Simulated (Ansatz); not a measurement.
For Ge3Si (I4/mmm, No. 139; start mp-1187004), LDA (Ansatz, an electronic-structure program, PAW) gives:

```
Item                       Result
-------------------  ------------
lattice parameter a       3.842 Å
c axis length             9.386 Å
bulk modulus             79.1 GPa
cohesive energy      4.37 eV/atom
```

### Question
What does r²SCAN (Ansatz, plane waves, PAW) give for the same quantities?

### Answer

- lattice constant a: 3.772 Å (decreases by 1.8 %)
- lattice parameter c: 10.286 Å (grows by 9.6 %)
- bulk modulus: 61.5 GPa (decreases by 22 %)
- cohesive energy: 3.42 eV/atom (shrinks by 0.95 eV/atom)

Changes are worked out from the printed values.

Unless a cell is named, each level is at its own relaxed cell (LDA 17.32, r²SCAN 18.29 Å³/atom).

Caveats: the bulk modulus is −V dP/dV from two relaxed cells at ±2 % in volume (LDA, r²SCAN); the relaxation could not lower the start's symmetry, so the cell can be a saddle point above a distorted one (LDA, r²SCAN). Ansatz's density-functional and Hartree–Fock values are scalar-relativistic unless marked +SOC, with PAW data made under PBE.

A start named mp-… is a Materials Project structure, which can be a computed phase never made.
